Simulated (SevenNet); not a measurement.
# L1₀ (CuAu-type) FePt

Level of theory: the machine-learned potential SevenNet-0 (trained on PBE and PBE+U data).

Cell: relaxed at this level.

```yaml
lattice_constant_a: 2.726 Å
c axis length: 3.783 Å
```

Measured, for comparison: lattice constant a 2.727 Å (room temperature, not corrected to a static lattice, P4/mmm two-atom cell, a_fct/√2; as tabulated in Sawada et al. (2023), arXiv:2212.12065); lattice parameter c 3.726 Å (room temperature, not corrected to a static lattice, 0.1 GPa; as tabulated in Sawada et al. (2023), arXiv:2212.12065). Computed (rounded) less measured: lattice constant a 0.0 %, lattice parameter c +1.5 %.

A machine-learned potential is trained on density-functional data: it inherits that level's misses and adds fitting errors of its own.

Note: the model gives imaginary modes for this phase (in the spectrum interpolated from a supercell).
